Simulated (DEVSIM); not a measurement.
Device: illuminated Si p-on-n cell, one wavelength, at 300 K.

```
layer (left to right)  material  thickness (μm)  Nd (cm⁻³)  Na (cm⁻³)  τn (s)  τp (s)  absorption coefficient (cm⁻¹)
---------------------  --------  --------------  ---------  ---------  ------  ------  -----------------------------
1                            Si           0.780          -     3.7e18  3.1e-7  1.6e-6                          51000
2                            Si            34.0     1.8e16          -  2.6e-6  2.6e-6                          51000
```

Left contact: ohmic, minority electron recombination velocity 1000 cm/s. Right contact: ohmic, minority hole recombination velocity 70000 cm/s. Voltage is applied to the left contact. Recombination: SRH at mid-gap, radiative, Auger. Gap narrowing is on: ΔEg = 6.92 meV × (l + √(l² + 0.5)), l = ln(N/1.3e17 cm⁻³), shared equally by both band edges. Light enters at the left, 1.2e17 photons cm⁻² s⁻¹, one pass, no reflection. Mobility is μmin + (μ − μmin)/(1 + (N/Nref)^α).

Constants are typed, rounded textbook-type inputs, not results; the design itself was drawn at random and stands for no fabricated device. Values at 300 K.

```csv
parameter,Si
gap (eV),1.124
affinity (eV),4.05
permittivity,11.7
Nc (cm⁻³),2.86e19
Nv (cm⁻³),3.1e19
μn (cm²/Vs),1417
μp (cm²/Vs),470
"μn,min",52
"μp,min",45
"Nref,n",9.7e16
"Nref,p",2.2e17
αn,0.68
αp,0.72
B (cm³/s),4.7e-15
Cn (cm⁶/s),2.8e-31
Cp (cm⁶/s),9.9e-32
```

DEVSIM, 1D drift-diffusion, Boltzmann statistics, complete ionisation; no tunnelling, impact ionisation, image-force lowering or self-heating.

The thickness of layer 1 was swept, all else fixed.

```json
[
 {"thickness of layer 1 (μm)": "0.16", "largest power (mW/cm²)": "9.09", "share of generated pairs collected at short circuit": "0.995", "short-circuit current (mA/cm²)": "19.1", "open-circuit voltage (V)": "0.578"},
 {"thickness of layer 1 (μm)": "0.27", "largest power (mW/cm²)": "9.08", "share of generated pairs collected at short circuit": "0.994", "short-circuit current (mA/cm²)": "19.1", "open-circuit voltage (V)": "0.578"},
 {"thickness of layer 1 (μm)": "0.47", "largest power (mW/cm²)": "9.04", "share of generated pairs collected at short circuit": "0.989", "short-circuit current (mA/cm²)": "19.0", "open-circuit voltage (V)": "0.578"},
 {"thickness of layer 1 (μm)": "0.78", "largest power (mW/cm²)": "8.95", "share of generated pairs collected at short circuit": "0.980", "short-circuit current (mA/cm²)": "18.9", "open-circuit voltage (V)": "0.578"},
 {"thickness of layer 1 (μm)": "1.3", "largest power (mW/cm²)": "8.79", "share of generated pairs collected at short circuit": "0.963", "short-circuit current (mA/cm²)": "18.5", "open-circuit voltage (V)": "0.577"},
 {"thickness of layer 1 (μm)": "2.3", "largest power (mW/cm²)": "8.40", "share of generated pairs collected at short circuit": "[?]", "short-circuit current (mA/cm²)": "[?]", "open-circuit voltage (V)": "0.576"},
 {"thickness of layer 1 (μm)": "3.9", "largest power (mW/cm²)": "7.67", "share of generated pairs collected at short circuit": "0.846", "short-circuit current (mA/cm²)": "16.3", "open-circuit voltage (V)": "0.574"}
]
```

Task: Some entries are withheld; supply them.

Result: 
- 2.3, share of generated pairs collected at short circuit: 0.923
- 2.3, short-circuit current (mA/cm²): 17.7
